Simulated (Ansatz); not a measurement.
GaAs under load (space group Imm2), r2SCAN with spin-orbit coupling, rigid bands run with Ansatz (a first-principles code). Condition of this run: uniaxial stress along [110] of 1.2 GPa (compression positive) (the target of the relaxation). Band gap 0.90 eV, N_c = 3.61e17 cm⁻³ and N_v = 5.16e18 cm⁻³ at 300 K, conductivity masses along z (a = (-0.02, 2.81, 2.84) Å; b = (2.81, -0.02, 2.84) Å; c = (2.80, 2.80, 0.00) Å) of 0.0623 mₑ (electrons) and 0.417 mₑ (holes). Take k_BT = 0.02585 eV.

**Question.** Find the intrinsic carrier density and the intrinsic Fermi level.

**Answer.** n_i = √(N_c N_v) exp(−E_g/2k_BT) = 1.36e18 × exp(−17.41) = 3.8e10 cm⁻³. The level lies (k_BT/2) ln(N_v/N_c) = 34 meV from mid-gap (positive towards the conduction band). Each 0.1 eV added to the gap lowers n_i by a factor of 6.9.

**Question.** What thermal injection velocity √(2k_BT/πm) limits a ballistic channel along the direction named?

**Answer.** 2.16e7 cm/s for electrons and 8.33e6 cm/s for holes, a ratio of √(m_h/m_e) = 2.59, for dilute carriers.

Rigid bands with the computed gap; masses take one relaxation time for all states. Geometry: cell and atoms relaxed with PBEsol.
